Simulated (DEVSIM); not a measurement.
System: illuminated Si n-on-p cell, one wavelength, at 300 K.

Layer 1 from the left is Si, thickness (μm) 0.120, Nd (cm⁻³) 2.4e18, τn (s) 1.6e-8, τp (s) 2.1e-8, absorption coefficient (cm⁻¹) 18000. Layer 2 from the left is Si, thickness (μm) 210, Na (cm⁻³) 3.1e16, τn (s) 1.5e-6, τp (s) 1.5e-6, absorption coefficient (cm⁻¹) 18000.

Left contact: ohmic, minority hole recombination velocity 10 cm/s. Right contact: ohmic, minority electron recombination velocity 7e6 cm/s. Voltage is applied to the left contact. Recombination: SRH at mid-gap, radiative, Auger. Gap narrowing is on: ΔEg = 6.92 meV × (l + √(l² + 0.5)), l = ln(N/1.3e17 cm⁻³), shared equally by both band edges. Light enters at the left, 1.2e18 photons cm⁻² s⁻¹, one pass, no reflection. Mobility is μmin + (μ − μmin)/(1 + (N/Nref)^α).

This is a model device: material constants are rounded textbook-type values typed into the input, and sizes, dopings and lifetimes were drawn at random. Values at 300 K.

Si: gap (eV) 1.124, affinity (eV) 4.05, permittivity 11.7, Nc (cm⁻³) 2.86e19, Nv (cm⁻³) 3.1e19, μn (cm²/Vs) 1417, μp (cm²/Vs) 470, μn,min 52, μp,min 45, Nref,n 9.7e16, Nref,p 2.2e17, αn 0.68, αp 0.72, B (cm³/s) 4.7e-15, Cn (cm⁶/s) 2.8e-31, Cp (cm⁶/s) 9.9e-32.

Model (solved in DEVSIM): 1D drift-diffusion, Boltzmann statistics, complete ionisation; no tunnelling, impact ionisation, image-force lowering or self-heating.

Dark forward current:

```tsv
|V| (V)	|J| (A/cm²)
0.05	1.573e-9
0.10	5.629e-9
0.15	1.709e-8
0.20	5.185e-8
0.25	1.698e-7
0.30	6.468e-7
0.35	3.001e-6
0.40	1.664e-5
0.45	0.0001034
0.50	0.0006821
0.55	0.004616
0.60	0.03137
0.65	0.2043
0.70	1.074
0.75	3.624
0.80	8.395
0.85	15.87
0.90	26.93
0.95	42.82
1.00	65.01
1.05	95.14
1.10	134.9
1.15	185.7
1.20	248.8
1.25	325.2
1.30	415.3
```

Work out the local ideality factor n = ΔV / (kT/q · ln(J2/J1)) between the rows 0.15 and 0.20 V, 0.55 and 0.60 V, 1.25 and 1.30 V.

kT/q = 25.85 mV. From 0.15 to 0.20 V: ln(5.185e-8/1.709e-8) = 1.110, n = 1.74. From 0.55 to 0.60 V: ln(0.03137/0.004616) = 1.916, n = 1.01, near the 1 of diffusion or emission over a barrier. From 1.25 to 1.30 V: ln(415.3/325.2) = 0.245, n = 7.91.

What current could the absorbed light give at most, and what share is collected?

Σ αd = 378, so qΦ(1 − exp(−Σ αd)) = 192 mA/cm². The simulated short-circuit current is 191.1 mA/cm², a share of 0.99.

Estimate the open-circuit voltage by superposition: the voltage at which the dark current equals that short-circuit current.

Interpolating ln J in the table gives 0.648 V. The simulation gives 0.646 V; the estimate lies 2 mV above. Superposition holds where collection doesn't change with voltage.

Estimate the fill factor from FF0 = (v − ln(v + 0.72))/(v + 1), v = qVoc/(nkT), with n from the dark curve.

The rows about Voc, 0.60 and 0.65 V, give n = 1.03, so v = 24.2 and FF0 = 0.833. The simulation gives 0.833, the same within the digits that matter.
